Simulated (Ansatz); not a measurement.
The starting structures come from a database of crystals and need not be the phases stable at ambient conditions.

# Evanescent states of AlBO3 (R-3c, not sure to be the ambient phase, 10 atoms a cell, 8.1 Å³ an atom, -7 GPa at this level) along the normal of (100)

Level of theory: r2SCAN (plane waves, PAW; Ansatz, a quantum-chemistry and plane-wave program).

No gap correction and no spin-orbit coupling; mid-gap values are interpolated between computed energies.

Energies count from the valence-band top; κ is the least over a 8×4 mesh across the current.

| E (eV) | κ (1/Å) | where |
|---|---|---|
| 0.15 | 0.156 | Γ |
| 0.47 | 0.252 | Γ |
| 0.78 | 0.308 | Γ |
| 1.08 | 0.347 | Γ |
| 1.40 | 0.376 | Γ |
| 1.71 | 0.398 | Γ |
| 2.02 | 0.415 | Γ |
| 2.33 | 0.428 | Γ |
| 2.63 | 0.437 | Γ |
| 2.94 | 0.443 | Γ |
| 3.25 | 0.446 | Γ |
| 3.56 | 0.446 | Γ |
| 3.88 | 0.443 | Γ |
| 4.18 | 0.437 | Γ |
| 4.50 | 0.428 | Γ |
| 4.80 | 0.416 | Γ |
| 5.12 | 0.399 | Γ |
| 5.42 | 0.378 | Γ |
| 5.74 | 0.351 | Γ |
| 6.04 | 0.316 | Γ |
| 6.36 | 0.266 | off Γ |
| 6.67 | 0.135 | off Γ |

How thick must the barrier be to attenuate the transmission by 10^6 when the electrodes' Fermi level lies at 4.18 eV, and what attenuation does that film give at 5.42 eV?

d = 6 ln 10 / (2 × 0.437) = 15.8 Å. At 5.42 eV it gives 6 × 0.378/0.437 = 5.2 decades.
